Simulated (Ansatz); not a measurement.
BN: energy against strain

BN (zinc blende, F-43m, 5.738 Å³/atom at rest, cube axes along x, y and z) under a strain ε along a cube axis (axis z), the other axes held. LDA in Ansatz, a plane-wave DFT program (PAW, default set), 420 eV, 16×16×16 Γ-centred mesh, Fermi-Dirac smearing 0.05 eV; ions are relaxed within the symmetry of each cell.

Here s stands for strain and y for E less E0.

```csv
strain (%),E less E0 (meV/atom)
-3.00,?
-1.50,3.37
-1.00,1.50
-0.50,0.38
0.00,0.00
0.50,0.37
1.00,1.46
1.50,3.28
```

The 7 complete rows are fitted with a parabola, y against s. Least squares gives y = 0.004 - 0.0257·s + 1.4762·s². Residuals (row less fit): 0.006, -0.006, -0.006, -0.004, 0.010, 0.006, -0.007; standard error 0.009 (degrees of freedom: 4). Twice the quadratic coefficient over the volume, 2 × 1.4762 meV × 10⁴ × 0.1602 / 5.738 Å³, is the elastic constant C11 = 824 ± 2 GPa.

**Question.** Estimate the missing y (s = -3.00); what did the run itself give?

**Answer.** y = 0.004 - 0.0257 × (-3.0) + 1.4762 × (-3.0)² = 13.367 meV/atom. The calculation gives 13.57 meV/atom, 0.203 meV/atom above the prediction (1.5 % of the range of y in the table). The row lies outside the fitted rows, so this is an extrapolation. From the scatter of the fitted rows alone, a prediction at this place has a standard error of 0.033 meV/atom, so the miss is 6.2 times that.

One order more, fitted to all 13 runs of the series, follows each within 0.01, so the miss is the next term of a smooth law. Rows are the converged runs of the series near zero and its far end; series whose fitted rows scatter by over a few per cent of the range, as at a crossing or softening among them, aren't shown in this form. Most that stay on the fit to the last digits aren't either.
